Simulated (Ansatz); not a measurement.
RbBr: isotropic strain −2.00 %

The reference is RbBr in the rock salt structure (space group Fm-3m, No. 225; a = 6.843 Å).

Now apply this change: an isotropic linear strain of −2.00 %, atoms relaxed at fixed cell.

All numbers come from PBEsol in Ansatz (plane waves to 420 eV, PAW, no spin-orbit coupling). Settings: 8×8×8 k-points, 0.05 eV Fermi–Dirac smearing.

* **Volume per atom**: 37.70 Å³ (base 40.06 Å³)
* **Shortest interatomic distance**: 3.353 Å (base 3.422 Å)
* **Energy relative to the base (free energy F)**: +6.9 meV/atom
* **Pressure**: 0.99 GPa (base 0.01 GPa)
* **Band gap**: 4.37 eV (base 4.22 eV)
* **Gap character**: direct at Γ (base direct at Γ)
* **Mean gap deformation potential ΔEg/Δln V**: -2.4 eV
* **Width of the top valence band**: 0.43 eV (base 0.37 eV)
* **Electron mass**: 0.35 mₑ (at Γ) (base 0.36 mₑ (at Γ))
* **Valley order (the lowest conduction-band minima on the path, energy above the VBM, named in the base's zone)**: Γ 4.37 eV; X along ⟨100⟩ 5.41 eV (base Γ 4.22 eV; X along ⟨100⟩ 5.50 eV)

Masses are band curvatures over ±0.01 Å⁻¹ around the edge. No phonon test of stability was made.

Ansatz is a program for electronic structure.
